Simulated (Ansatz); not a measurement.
Take MoP in the CsCl type structure (space group Pm-3m, No. 221; a = 2.975 Å; a hypothetical phase, not in the database extracts checked; relaxed with 0.1 eV smearing) as the base. Axes: x, y, z lie along the cube axes.

Calculations: PBEsol (Ansatz, an electronic-structure program; PAW; 420 eV plane waves; no spin-orbit coupling).

For the base:

```
Property    Value
--------  -------
Pressure  0.0 GPa
```

Perturbation: the symmetric strain tensor [-0.0021 0.0029 0.0140; 0.0029 -0.0137 0.0028; 0.0140 0.0028 -0.0173], atoms relaxed at fixed cell.

**Question.** Predict the new energy relative to the base and pressure.

**Answer.** The energy grows by 19 meV/atom; the pressure (mean of the normal stresses, compression positive) goes from zero to 9.5 GPa.

Whether these cells are dynamically stable was not tested. The final runs are not spin-polarised. An odd electron count without spin: MoP.
